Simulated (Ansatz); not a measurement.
We consider zinc-blende BeS, described by Hartree–Fock (PAW; Ansatz, a first-principles code).

Settings: plane-wave cutoff 460 eV, 10×10×10 k mesh, Fermi–Dirac smearing 0.01 eV, scalar-relativistic PAW data made under PBE.

Results at a series of volumes:

| V (Å³/atom) | E − E_lowest (meV/atom) |
|---|---|
| 14.223 | 17.62 |
| 14.744 | 2.92 |
| 15.092 | 0.00 |
| 15.500 | 2.72 |
| 15.878 | 10.54 |

**Question.** What bulk modulus B0 and pressure derivative B′ does a third-order Birch–Murnaghan fit give?

**Answer.** V0 = 15.121 Å³/atom, B0 = 96.4 GPa, B′ = 3.7 (fit to the energies at full precision).

Measured, for comparison: bulk modulus 105 GPa (room temperature, no zero-point or thermal correction; as tabulated in Narayana, Nesamony, Ruoff, Phys. Rev. B 56, no. 22 (1997)); equilibrium volume per atom 14.44 Å³/atom (room temperature, no zero-point or thermal correction; as tabulated in Narayana, Nesamony, Ruoff (BeS at high pressure; core.ac.uk copy)). Computed (rounded) less measured: bulk modulus -8 %, equilibrium volume per atom +4.7 %.
